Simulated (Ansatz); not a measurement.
Al₃V (Pm-3m, No. 221, 4 atoms in the cell; start mp-1008554) was calculated with LDA (Ansatz, a quantum-chemistry and plane-wave program, plane waves, PAW).

Settings: plane-wave cutoff 520 eV, 14×14×14 k mesh, Fermi–Dirac smearing 0.05 eV, no spin polarisation, scalar-relativistic PAW data made under PBE.

Cell (relaxed at this level):

```cif
data_Al3V
_chemical_formula_sum 'Al3 V1'
_space_group_name_H-M_alt 'P 1'
_space_group_IT_number 1
_cell_length_a 3.83316
_cell_length_b 3.83316
_cell_length_c 3.83316
_cell_angle_alpha 90.000
_cell_angle_beta 90.000
_cell_angle_gamma 90.000
loop_
_space_group_symop_operation_xyz
  'x, y, z'
loop_
_atom_site_label
_atom_site_type_symbol
_atom_site_fract_x
_atom_site_fract_y
_atom_site_fract_z
_atom_site_occupancy
Al1 Al 0.50000 0.50000 0.00000 1
Al2 Al 0.00000 0.50000 0.50000 1
Al3 Al 0.50000 0.00000 0.50000 1
V1 V 0.00000 0.00000 0.00000 1
```

Problem. What does this level give for the bulk modulus B0?

Solution. 
- bulk modulus B0: 130 GPa

Note: the run has no spin polarisation, so it can have missed a magnetic state; the bulk modulus is −V dP/dV from two relaxed cells at ±2 % in volume; the relaxation could not lower the start's symmetry, so the cell can be a saddle point above a distorted one.

Static lattice: no zero-point or thermal effects.

A start named mp-… is a Materials Project structure, which need not be a measured phase.
